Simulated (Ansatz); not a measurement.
Results of PBE0 (Ansatz, a program for electronic structure, PAW) for Tl4HgI6 (P4/mnc, No. 128).

Numerical settings: plane-wave cutoff 460 eV, 4×4×4 k mesh, Fermi–Dirac smearing 0.01 eV, scalar-relativistic PAW data made under PBE.

Cell (measured lattice):

```
CELL_PARAMETERS angstrom
      9.44600     0.00000     0.00000
      0.00000     9.44600     0.00000
      0.00000     0.00000     9.26000
ATOMIC_POSITIONS crystal
  Tl 0.35360 0.85360 0.25000
  Tl 0.14640 0.35360 0.25000
  Tl 0.64640 0.14640 0.25000
  Tl 0.85360 0.64640 0.25000
  Tl 0.64640 0.14640 0.75000
  Tl 0.85360 0.64640 0.75000
  Tl 0.35360 0.85360 0.75000
  Tl 0.14640 0.35360 0.75000
  I  0.00000 0.00000 0.28480
  I  0.50000 0.50000 0.21520
  I  0.00000 0.00000 0.71520
  I  0.50000 0.50000 0.78480
  Hg 0.00000 0.00000 0.00000
  Hg 0.50000 0.50000 0.50000
  I  0.33060 0.14560 0.00000
  I  0.85440 0.33060 0.00000
  I  0.66940 0.85440 0.00000
  I  0.14560 0.66940 0.00000
  I  0.83060 0.35440 0.50000
  I  0.35440 0.16940 0.50000
  I  0.16940 0.64560 0.50000
  I  0.64560 0.83060 0.50000
```

Task: Predict the band gap.

Result: 
band gap: 2.71 eV (on the SCF k mesh)

Note: cell and atoms aren't relaxed at this level (largest force component 0.24 eV/Å, pressure 0.9 GPa).

Spin–orbit coupling is not included; with these elements it can move the gap by several tenths of an eV or more.

Computed values are for the static lattice.
